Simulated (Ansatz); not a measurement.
## Several settings converged on YbZn (Pm-3m, 2 atoms in the cell)

```
CELL_PARAMETERS angstrom
      3.59371     0.00000     0.00000
      0.00000     3.59371     0.00000
      0.00000     0.00000     3.59371
ATOMIC_POSITIONS crystal
  Yb 0.00000 0.00000 0.00000
  Zn 0.50000 0.50000 0.50000
```

Base method: LDA (PW92), default PAW files made with PBE (plane waves; Ansatz, an electronic-structure program).

Base settings: basis.ecutwfc = 420 eV; kpoints.mp_grid.grid = 9 9 9; hamiltonian.xc = lda; hamiltonian.pseudopotentials = {kind: paw} (the program's default PAW files); scf.occupations.method = fermi_dirac; scf.occupations.width = 0.1 eV.

Core times come from one kind of shared machine, to one figure; runs under 30 s give none.

**Zone-centre phonons against the mesh**

In this ladder: phonons.method = dfpt.

Frequencies are those of the unrelaxed cell, without the LO-TO term of polar crystals.

Only quantities that move along the ladder and can be compared are tabulated.

| kpoints.mp_grid.grid | highest zone-centre frequency (cm⁻¹) | core time / last (rough) |
|---|---|---|
| 3 3 3 | 113.4 | – |
| 4 4 4 | 103.7 | – |
| 5 5 5 | 114.4 | – |
| 7 7 7 | 112.8 | – |
| 11 11 11 | 112.9 | 0.1 |
| 17 17 17 | 112.8 | 0.3 |
| 21 21 21 | 112.9 | 1 |

Coarsest kpoints.mp_grid.grid that holds the highest zone-centre frequency within 5 cm⁻¹ of the last step, with all finer ones: 5 5 5; the step before is off by 9.2 cm⁻¹.

**The q mesh of the phonons**

In this ladder: kpoints.mp_grid.grid = 12 12 12; phonons.method = dfpt.

Only quantities that move along the ladder and can be compared are tabulated.

Thermal sums run over frequencies interpolated from this q mesh.

```csv
phonons.qmesh,zero-point energy (meV/atom),vibrational free energy at 300 K (meV/atom),core time / last (rough)
1 1 1,14.18,-81.83,0.03
2 2 2,14.79,-77.73,0.2
3 3 3,15.06,-76.57,1
```

Coarsest phonons.qmesh that holds the zero-point energy within 0.5 meV/atom: not settled: the last two steps still differ by 0.26 meV/atom, over half the tolerance, so the ladder does not show it.

Coarsest phonons.qmesh that holds the vibrational free energy at 300 K within 2 meV/atom: not settled: the last two steps still differ by 1.2 meV/atom, over half the tolerance, so the ladder does not show it.

On the base run: the starting cell comes from a database of computed structures (which also holds hypothetical and non-ambient phases and stackings), without a prior relaxation at this level. Its lattice was rescaled by up to half a per cent. Spin polarisation is off. In the base run, with a pressure of about -6 GPa the cell is away from its equilibrium volume at this level.

Keys are those of Ansatz 0.2.
